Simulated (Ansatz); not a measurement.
## A computed series for CdSe: element substitutions

Consider CdSe in the zinc blende structure (space group F-43m, No. 216; a = 6.1333 Å).

Each row replaces one element on all its sites; cell and atoms are relaxed.

Level of theory: Kohn–Sham DFT with the r2SCAN functional, run in Ansatz (a quantum-chemistry and plane-wave program) with PAW and 500 eV plane waves, no spin-orbit coupling.

Question: Only one of these keeps a band gap. Which?
(A) Se → Br
(B) Se → Os
(C) Se → S
(D) Se → Ru

Answer: C, Se → S. Computed: Se → S: 1.54 eV; Se → Ru: zero; Se → Os: zero; Se → Br: zero

With Os present, leaving out spin-orbit coupling can change the band edges. No phonon test of stability was made. As relaxed here, CdRu, CdOs and CdBr are hypothetical phases, not in the database extracts checked. The final runs are not spin-polarised. An odd electron count without spin: CdBr. CdRu and CdOs have a high density of states at the Fermi level and may be magnetic at this level.
